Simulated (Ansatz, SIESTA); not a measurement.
# One structure in several programs: LaSi₂ (I4_1/amd, 6 atoms in the cell)

Self-consistent single point.

```
LaSi2
1.0
   -2.19417     2.19417     6.80509
    2.19417    -2.19417     6.80509
    2.19417     2.19417    -6.80509
La Si
2 4
Cartesian
  0.00000   0.00000   6.80509
  2.19417   0.00000   3.40254
  0.00000   2.19417   4.56989
  0.00000   0.00000   1.16734
  0.00000   0.00000  12.44283
  0.00000   2.19417   2.23520
```

Shared settings, as Ansatz (a first-principles code) writes them: kpoints.mp_grid.grid = 7 7 7; magnetization.spin_orbit = true; scf.occupations.method = fermi_dirac; scf.occupations.width = 0.1 eV. Potentials and cutoffs stand in the table.

| code | model | pressure (GPa) | largest force (eV/Å) | cutoff |
|---|---|---|---|---|
| Ansatz | PBEsol with spin-orbit coupling, PAW files made with PBE | -2.58 | 0.057 | default |
| SIESTA | GGA PBEsol with spin-orbit coupling, numerical atomic orbitals DZP, PseudoDojo PBEsol fully relativistic norm-conserving potentials (rewritten from UPF to PSML) | – | 0.119 | grid 350 Ry |

A dash marks a value that a program does not give, or that is left out as unsure.

The spread over the programs that give each value: largest force within 0.062 eV/Å.

SIESTA uses small atom-centred bases, whose incompleteness enters pressures, forces and empty levels differently from a plane-wave cutoff.

The starting cell comes from a database of computed structures (which also holds hypothetical and non-ambient phases and stackings), without a prior relaxation at this level.

Left out of this page: Elk (not drawn, or without a comparable value).

Keys are those of Ansatz 0.2.
